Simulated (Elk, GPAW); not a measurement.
A GPAW input for a self-consistent single point of TiSb2 (I4/mcm, 6 atoms in the cell) (DFT LDA (Perdew-Wang 92), plane waves, GPAW PAW datasets LDA (gpaw-data 1.0.1)):

```python
from ase import Atoms
from ase.units import GPa
from gpaw import GPAW, PW, FermiDirac

atoms = Atoms(['Ti', 'Ti', 'Sb', 'Sb', 'Sb', 'Sb'],
              cell=[[-3.351455, 3.351455, 2.897990],
                    [3.351455, -3.351455, 2.897990],
                    [3.351455, 3.351455, -2.897990]],
              scaled_positions=[[0.250000, 0.250000, 0.000000],
                                [0.750000, 0.750000, 0.000000],
                                [0.652040, 0.847960, 0.500000],
                                [0.347960, 0.152040, 0.500000],
                                [0.847960, 0.347960, 0.195920],
                                [0.152040, 0.652040, 0.804080]],
              pbc=True)

calc = GPAW(mode=PW(800),
            xc='LDA',
            kpts=(5, 5, 5),
            occupations=FermiDirac(0.1),
            nbands=-12,
            symmetry={'symmorphic': False, 'tolerance': 0.0005},
            maxiter=100)

atoms.calc = calc

energy = atoms.get_potential_energy()
print('Energy (eV):', round(energy, 6))
forces = atoms.get_forces()
print('Forces (eV/Ang):')
print(forces.round(5))
stress = atoms.get_stress()
print('Stress (GPa, Voigt):', (stress / GPa).round(4))
```

Write the same calculation as an input for Elk.

One input that does it (others would too):

```
tasks
  0

xctype
  3

tforce
  .true.

rgkmax
  7.5

gmaxvr
  18.0

lmaxapw
  10

lmaxo
  8

nxlo
  2

lorbcnd
  .true.

lradstp
  2

nrmtscf
  2.0

lmaxi
  4

stype
  3

swidth
  0.00367493

scale
  10.49824882

avec
   -0.6032750963    0.6032750963    0.5216496108
    0.6032750963   -0.6032750963    0.5216496108
    0.6032750963    0.6032750963   -0.5216496108

sppath
  'species/'

atoms
  2   : nspecies
  'Ti.in'   : spfname
  2   : natoms; atposl, bfcmt below
  0.2500000000  0.2500000000  0.0000000000    0.0 0.0 0.0
  0.7500000000  0.7500000000  0.0000000000    0.0 0.0 0.0
  'Sb.in'   : spfname
  4   : natoms; atposl, bfcmt below
  0.6520400000  0.8479600000  0.5000000000    0.0 0.0 0.0
  0.3479600000  0.1520400000  0.5000000000    0.0 0.0 0.0
  0.8479600000  0.3479600000  0.1959200000    0.0 0.0 0.0
  0.1520400000  0.6520400000  0.8040800000    0.0 0.0 0.0

ngridk
  5 5 5
```

Basis, cutoffs, solver keys and any potentials are the target program's own. This input uses DFT, LDA (PW92), all-electron FP-LAPW, Elk's shipped species files, APW+lo basis with extra local orbitals. LDA parametrisations can differ slightly between programs.

The starting cell comes from a database of computed structures (which also holds hypothetical and non-ambient phases and stackings), without a prior relaxation at this level.
